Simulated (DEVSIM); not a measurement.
# abrupt Ge p-n junction

Device: abrupt Ge p-n junction, at 300 K.

```tsv
layer (left to right)	material	thickness (μm)	Nd (cm⁻³)	Na (cm⁻³)	τn (s)	τp (s)
1	Ge	21.0	-	3.6e14	7.5e-7	7.5e-7
2	Ge	8.10	1.6e15	-	7.5e-7	7.5e-7
```

Left contact: ohmic. Right contact: ohmic. Voltage is applied to the left contact. Recombination: SRH at mid-gap. Mobility is μmin + (μ − μmin)/(1 + (N/Nref)^α).

This is a model device: material constants are rounded textbook-type values typed into the input, and sizes, dopings and lifetimes were drawn at random. Values at 300 K.

```csv
parameter,Ge
gap (eV),0.664
affinity (eV),4
permittivity,16
Nc (cm⁻³),1.04e19
Nv (cm⁻³),6e18
μn (cm²/Vs),3900
μp (cm²/Vs),1900
"μn,min",150
"μp,min",100
"Nref,n",2.6e17
"Nref,p",4e17
αn,0.56
αp,0.6
```

Model (solved in DEVSIM): 1D drift-diffusion, Boltzmann statistics, complete ionisation; no tunnelling, impact ionisation, image-force lowering or self-heating.

```
Property                                          Result
---------------------------------------------  ---------
Potential step across the device at zero bias    0.186 V
Largest field in the device at zero bias       3200 V/cm
Dark forward voltage at 1 A/cm²                  0.122 V
Dark forward voltage at 100 A/cm²                0.441 V
```

Small-signal capacitance in reverse bias (quasi-static):

```json
[
 {"V (V)": "-0.4", "C (nF/cm²)": "7.92"},
 {"V (V)": "-1", "C (nF/cm²)": "5.43"},
 {"V (V)": "-2", "C (nF/cm²)": "3.96"},
 {"V (V)": "-3", "C (nF/cm²)": "3.27"},
 {"V (V)": "-4", "C (nF/cm²)": "2.85"},
 {"V (V)": "-6", "C (nF/cm²)": "2.34"},
 {"V (V)": "-8", "C (nF/cm²)": "2.03"},
 {"V (V)": "-10", "C (nF/cm²)": "1.82"},
 {"V (V)": "-13", "C (nF/cm²)": "1.60"},
 {"V (V)": "-16", "C (nF/cm²)": "1.44"},
 {"V (V)": "-20", "C (nF/cm²)": "1.29"}
]
```

Dark forward current:

(V (V), J (A/cm²)): (0.05, 0.071); (0.15, 2.4); (0.20, 7.7); (0.30, 32); (0.40, 77); (0.45, 110); (0.55, 180); (0.65, 270); (0.75, 370); (0.80, 430); (0.90, 550); (1.00, 680); (1.05, 750); (1.15, 890)
